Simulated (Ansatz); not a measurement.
The parent structure is SiO2 in the rutile structure (space group P4_2/mnm, No. 136; a = 4.1549 Å, c = 2.6615 Å).

The values are results of LDA/PAW in Ansatz (a program for electronic structure), no SOC, not measurements.

Strains are applied to the cell and any free atomic positions relax.

One change was made to it. Results:

```json
[
 {"quantity": "hole mass", "base": "1.7 mₑ along c, 1.1 mₑ across (at Γ)", "after": "1.6 mₑ along c, 1.1 mₑ across (at Γ)"},
 {"quantity": "band gap", "base": "5.81 eV", "after": "6.12 eV"},
 {"quantity": "electron mass", "base": "0.40 mₑ along c, 0.52 mₑ across (at Γ)", "after": "0.41 mₑ along c, 0.54 mₑ across (at Γ)"},
 {"quantity": "pressure (mean of the normal stresses, compression positive)", "base": "-0.01 GPa", "after": "5.98 GPa"}
]
```

### Question
Which of these changes matches the shifts?
(A) isotropic strain −2.40 %
(B) isotropic strain −1.80 %
(C) isotropic strain −1.20 %
(D) isotropic strain −0.60 %

### Answer
D, isotropic strain −0.60 %. For comparison, the band gap in the other runs: isotropic strain −2.40 % gives 6.74 eV; isotropic strain −1.20 % gives 6.44 eV; isotropic strain −1.80 % gives 6.68 eV.

Masses are band curvatures over ±0.01 Å⁻¹ around the edge. Whether these cells are dynamically stable was not tested.
